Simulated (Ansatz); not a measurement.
Cost and result by functional for the adsorption energy of H on the 1x1 (0001) surface of hcp Os, one in a 2x2 cell, started at the site 'bridge Os-Os (span 2.8 Å)', in Ansatz (plane waves, PAW). Single points on the PBE structure, on one kind of machine; costs are rough ratios of the slab run's core time (references not counted) to the cheapest single point. r2SCAN's cost holds its higher cutoff (500 against 420 eV). Differences are taken against r2SCAN for comparison alone: no measured value is at hand, so the table doesn't rank accuracy.

Slab: 17 atoms, 6.4 Å thick at the start under the adsorbate (thin: gaps and levels are the slab's own); k 6x6x1, smearing 0.1 eV, dipole-corrected; 8 atoms held, the rest relaxed; start symmetry kept, larger cells not searched; no spin, no spin-orbit, no U, no dispersion correction. At the end it is bonded to 3 Os. In PBE it is, or lies within 0.03 eV of, the lowest of the starts that converged. These notes are the PBE run's. Adsorption energies are against ½ H2(g). A negative adsorption energy means that the adsorbate is more stable on the surface than in its reference.

```
functional                     relative cost  adsorption energy (eV)  less r2SCAN (eV)
-----------------------------  -------------  ----------------------  ----------------
RPBE                                       1                   -0.37              0.22
r2SCAN                                     2                   -0.59              0.00
PBE (the relaxed run's value)              –                   -0.53              0.06
```

The values span 0.22 eV, while the single points' costs differ by a factor of roughly 2. Differences are of unrounded values.

Ansatz is a quantum-chemistry and plane-wave program.
